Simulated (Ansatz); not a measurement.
Results of PBEsol (PAW; Ansatz, an electronic-structure program) for C11b WSi₂.

Settings: plane-wave cutoff 500 eV, 18×18×18 k mesh, Fermi–Dirac smearing 0.05 eV, no spin polarisation, scalar-relativistic PAW data made under PBE.

Computed at the level's own relaxed cell.

Estimate the volume per atom, equilibrium lattice constant a and c axis length that the calculation returns.


- volume per atom = 13.36 Å³/atom
- equilibrium lattice constant a = 3.203 Å
- c axis length = 7.816 Å

Measured, for comparison: lattice constant a 3.214 Å, lattice parameter c 7.831 Å (temperature not stated, not corrected to a static lattice; as tabulated in Pavlosiuk et al. (2022), arXiv:2202.05362). Computed (rounded) less measured: lattice constant a -0.3 %, lattice parameter c -0.2 %. A static lattice is as a rule a little smaller and stiffer than an uncorrected measurement, which narrows the difference in the lattice constant a and would widen misses of the other sign.

Spin–orbit coupling is not included.

Computed values are for the static lattice.
